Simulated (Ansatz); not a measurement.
**Rock-salt LuN**

Method: PBEsol (PAW; Ansatz, a program for electronic structure).

Numerical settings: plane-wave cutoff 500 eV, 10×14×1 k mesh (along the axes of the cell as run), Fermi–Dirac smearing 0.05 eV, scalar-relativistic PAW data made under PBE.

Cell: relaxed at this level.

| Quantity | Result |
|---|---|
| surface energy of the (110) face | 2.68 J/m² |
| work function of the (110) face | 2.88 eV |

The slab of 16 atoms is relaxed and unreconstructed.

Spin–orbit coupling is not included.

Cost on a shared machine: about 50 core-minutes (a rough figure).
